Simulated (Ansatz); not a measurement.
Base system: SnO (space group P4/nmm, No. 129; a = 3.767 Å, c = 4.557 Å; layered, stacked along the Cartesian z axis; relaxed with 0.1 eV smearing).

Calculations: PBEsol-D3(BJ), PAW, 420 eV (Ansatz, a program for electronic structure; no spin-orbit coupling), earlier PAW set.

Base values:

* **Pressure**: 0.0 GPa
* **Band gap**: zero
* **Gap character**: absent

It is then changed as follows: every lattice vector is stretched by 3.43 %, atoms relaxed at fixed cell.

Task: Estimate the effect on the pressure, energy relative to the base, band gap and gap character.

Result: The pressure (mean of the normal stresses, compression positive) goes from zero to -4.8 GPa; the energy grows by 28 meV/atom; the band gap goes from zero to 0.30 eV; the gap character goes from absent to indirect, M–Γ (80 % along) → M.

The cells carry an imposed strain or load. Stability against distortions was not tested. All final runs are without spin polarisation. A zero or small gap of SnO can be the functional's error rather than a property of the material.
